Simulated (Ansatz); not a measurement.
Base system: MgTe in the zinc blende structure (space group F-43m, No. 216; a = 6.368 Å). Axes: x, y, z lie along the cube axes.

Computed with LDA, PAW, 420 eV (Ansatz, a program for electronic structure; spin-orbit coupling left out).

Strains are applied to the cell and any free atomic positions relax; under biaxial strain the out-of-plane vector relaxes too.

One change was made to it. Results:

The band gap decreases by 0.33 eV to 2.05 eV; the volume per atom goes up by 0.91 Å³ to 33.19 Å³.

**Question.** Name the change that was made.
(A) biaxial strain −2.50 %, plane normal [111], relaxed out of plane
(B) biaxial strain +0.83 %, plane normal [111], relaxed out of plane
(C) biaxial strain +0.42 %, plane normal [111], relaxed out of plane
(D) biaxial strain +2.50 %, plane normal [111], relaxed out of plane

**Answer.** D, biaxial strain +2.50 %, plane normal [111], relaxed out of plane. For comparison, the band gap in the other runs: biaxial strain +0.42 %, plane normal [111], relaxed out of plane gives 2.33 eV; biaxial strain +0.83 %, plane normal [111], relaxed out of plane gives 2.27 eV; biaxial strain −2.50 %, plane normal [111], relaxed out of plane gives 2.35 eV.

Spin-orbit coupling, missing from the scalar runs, can matter with Te. Whether these cells are dynamically stable was not tested.
